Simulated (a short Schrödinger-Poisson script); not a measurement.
## MOS inversion layer, Al2O3 on p-type Si(100)

Stack: MOS inversion layer, Al2O3 on p-type Si(100), at 300 K.

```
layer  material  thickness (nm)  Na (cm⁻³)
-----  --------  --------------  ---------
1         Al2O3             2.8          -
2            Si             310     1.9e18
```

The device is made up for the run: typed textbook-type constants, with dimensions and the other settings drawn at random. Al2O3: permittivity 9, conduction-band edge (eV) 2.7, gap (eV) 6.8, electron mass (mₑ) 0.3. Si: permittivity 11.7, conduction-band edge (eV) 0, gap (eV) 1.124, Nv at 300 K (cm⁻³) 3.1e19.

Channel valleys (confinement mass, in-plane density-of-states mass, number): Δ2 0.916, 0.19, 2; Δ4 0.19, 0.417, 4. At the gate the conduction-band edge of layer 1 lies 3.27 eV − eVg above the Fermi level of the channel; the field vanishes at the back. Gaps are held at their typed values at every temperature. Mesh 0.03 nm at interfaces.

From a short Schrödinger-Poisson script (our own, NumPy): 1D Poisson equation in equilibrium, electrons quantum, Hartree (BenDaniel-Duke, 12 states a valley, the channel's in-plane mass for all, wave functions free to enter the dielectric), parabolic valleys, classical holes, full ionisation, no traps, pinning or gate leakage.

```csv
Vg (V),electrons (cm⁻²),C (μF/cm²),Δ2 E0 (meV),Δ2 E1 (meV),Δ4 E0 (meV),Δ4 E1 (meV)
0.55,1.56e6,0.392,389.5,482.8,459.3,610.0
0.6,7.45e6,0.383,348.7,444.0,419.8,574.0
0.65,3.60e7,0.374,307.6,404.9,380.0,537.7
0.7,1.76e8,0.367,266.4,365.5,340.0,500.9
0.75,8.63e8,0.362,225.0,325.9,299.8,463.9
0.8,4.25e9,0.370,183.5,286.2,259.4,426.6
0.85,2.04e10,0.430,142.6,247.0,219.7,389.8
0.9,8.79e10,0.660,104.6,210.6,182.7,355.6
0.95,2.82e11,1.08,73.7,181.5,153.1,328.3
1,6.33e11,1.46,51.9,161.5,132.5,309.7
1.05,1.10e12,1.69,36.4,148.0,118.4,297.2
1.1,1.63e12,1.83,24.8,138.3,108.2,288.4
1.15,2.20e12,1.93,15.4,130.8,100.2,281.8
1.2,2.80e12,1.99,7.5,124.9,93.7,276.5
1.25,3.42e12,2.04,0.6,120.0,88.2,272.3
1.3,4.05e12,2.07,-5.5,115.8,83.4,268.7
1.35,4.70e12,2.10,-11.1,112.1,79.2,265.5
```

Gate voltages with under 1e6 electrons/cm² are left out.

Subbands count from the Fermi level.
